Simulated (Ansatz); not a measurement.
Consider a (110) superlattice of 1 layers of Si and 5 of Ge (both in the zinc blende type), in-plane lattice that of Si; the cell holds Si2Ge10.

Computed with PBE (plane waves to 420 eV, PAW; Ansatz, an electronic-structure program). No spin–orbit coupling; PBE gaps are too small against experiment. Its k-point mesh 8×6×3, Fermi–Dirac width 0.01 eV.

Task: Predict its period and gap.

Result: period: 12.40 Å
in-plane lattice vector: 3.869 Å
strain of bulk Ge held on this lattice, in plane and along the normal: -5.03 and -5.10 %, then +3.07 %
PBE gap of the superlattice over the mesh and listed points off it: closed, bands overlapping by 0.2 eV
